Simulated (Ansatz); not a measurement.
```yaml
crystal:
  lattice:
    - [3.20603, 0.00000, 0.00000]
    - [1.60301, 2.77650, 0.00000]
    - [0.00000, 0.00000, 12.01841]
  atoms:
    - { symbol: Mo, position: [0.66667, 0.66667, 0.75000] }
    - { symbol: Mo, position: [0.33333, 0.33333, 0.25000] }
    - { symbol: S, position: [0.66667, 0.66667, 0.37873] }
    - { symbol: S, position: [0.33333, 0.33333, 0.87873] }
    - { symbol: S, position: [0.33333, 0.33333, 0.62127] }
    - { symbol: S, position: [0.66667, 0.66667, 0.12127] }
```

No spin polarisation.

Level of theory: PBE-D3(BJ), PAW, 420 eV (Ansatz, a first-principles code; scalar-relativistic without spin-orbit coupling). Γ-centred 12×12×3 mesh, Fermi–Dirac width 0.05 eV.

Q: Predict the pressure and space group.

A: Pressure (mean of the normal stresses, compression positive): -3.18 GPa
Space group: P6_3/mmc (No. 194)

The cells carry an imposed strain or load. Stability against distortions was not tested. The cell was made from MoS₂ (space group P6_3/mmc, No. 194; layered, stacked along the Cartesian z axis) by this change: biaxial strain +1.80 %, plane normal [001], relaxed out of plane.
